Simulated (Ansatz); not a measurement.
## Computed paths: interstitial H in ferroelectric LiNbO3, charge state +1

Consider interstitial H in ferroelectric LiNbO3, charge state +1. The numbers are results of PBE, PAW (plane waves to 420 eV; Ansatz, an electronic-structure program), not measurements.

Settings: 120 host sites, the relaxed PBE lattice, the Γ point alone, smearing 0.01 eV, spin-restricted, no image-charge correction. Static, classical nuclei. The charge state is imposed; whether it is stable for some Fermi level was not computed. Sites that were not tried may lie lower.

Barriers: single points on a 2×2×2 k-point mesh shifted by half a step along c at the bands' geometries.

| Route | Start site over the lowest site run (eV) | Hop (Å) | Forward barrier (eV) | Backward barrier (eV) | Neighbours at the start | Neighbours at the saddle | Saddle order | Forward, on the band's own sampling (eV) |
|---|---|---|---|---|---|---|---|---|
| H moves alone to another site | 0.00 | 2.17 | 0.47 | 0.35 | Li at 2.07; O at 0.99, O at 1.81 Å | Li at 1.86; O at 0.97 Å | inconclusive | 0.47 |
| several atoms move together, H the farthest | 0.12 | 2.19 | 0.93 | 0.93 | Li at 1.99; O at 1.00, O at 1.72 Å | Nb at 2.03; 2 O at 1.26 Å | inconclusive | 0.96 |
| H moves alone to another site | 0.00 | 2.35 | 1.08 | 1.08 | Li at 2.07; O at 0.99, O at 1.81 Å | Li at 1.78; O at 1.27, O at 1.28 Å | inconclusive | 1.08 |

Paths come from climbing-image nudged elastic band runs.   A further band (H moves alone to another site, 2.77 Å) gave 0.47 eV forward on its own sampling, 0.47 eV above the lowest site run, but a shoulder points to a second hump between its images, so it is not taken as a result.

The whole set of runs took about 4 core-hours (a rough figure).
